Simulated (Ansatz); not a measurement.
**Rb: biaxial strain −2.08 %, plane normal [111], relaxed out of plane**

Consider Rb in the bcc (W type) structure (space group Im-3m, No. 229; a = 5.571 Å; relaxed with 0.1 eV smearing). Axes: x, y, z lie along the cube axes.

Perturbation: biaxial strain −2.08 %, plane normal [111], relaxed out of plane (Cartesian); in-plane vectors clamped, the third vector and the atoms free.

All numbers come from PBEsol, PAW, 420 eV (Ansatz, a first-principles code; spin-orbit coupling left out). Settings: 17×17×17 k-points, 0.1 eV Fermi–Dirac smearing.

| quantity | base | changed | shift |
|---|---|---|---|
| volume per atom | 86.46 Å³ | 83.93 Å³ | -2.539 Å³ |
| space group | Im-3m (No. 229) | R-3m (No. 166) | – |
| energy relative to the base (free energy F) | 0 meV/atom | +1.5 meV/atom | +1.5 meV/atom |
| pressure (mean of the normal stresses, compression positive) | 0.0 GPa | 0.1 GPa | +0.1 GPa |
| band gap | zero | zero | – |
| out-of-plane strain | – | +1.23 % | – |
| ratio −ε⊥/ε∥ | – | 0.59 | – |
| mean in-plane stress (compression positive) | – | +0.1 GPa | – |

Final structure (turned so that z lies along the plane normal):

```xyz
1
Lattice="7.7151 0.0000 0.0000 3.8576 6.6815 0.0000 3.8576 -2.2272 1.6281" Properties=species:S:1:pos:R:3 pbc="T T T"
Rb     0.0000     0.0000     0.0000
```

Cost of the whole job for the changed cell (relaxation, final SCF and bands): around 110 core-seconds (rough).

Stability against distortions was not tested. All final runs are without spin polarisation.
